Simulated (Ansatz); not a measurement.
Start from PtSb2 (space group Pa-3, No. 205; a = 6.4631 Å). Axes: x, y, z lie along the cube axes.

The values are results of PBEsol (Ansatz, an electronic-structure program, PAW, scalar-relativistic without spin-orbit coupling), not measurements.

Before the change:

The volume per atom is 22.50 Å³. The pressure is 0.0 GPa and the band gap is zero.

The change: biaxial strain −0.77 %, plane normal [001], relaxed out of plane (Cartesian); in-plane vectors clamped, the third vector and the atoms free.

Q: What does the calculation give for the volume per atom, energy relative to the base, pressure and band gap after the change?

A: The volume per atom shrinks by 0.253 Å³ to 22.24 Å³; the energy rises by 2.3 meV/atom; the pressure (mean of the normal stresses, compression positive) goes from zero to 1.4 GPa; the band gap remains zero.

Spin-orbit coupling, missing from the scalar runs, can matter with Pt and Sb. No phonon test of stability was made. All final runs are without spin polarisation. The zero or small gap of PtSb2 can change with the level of theory.
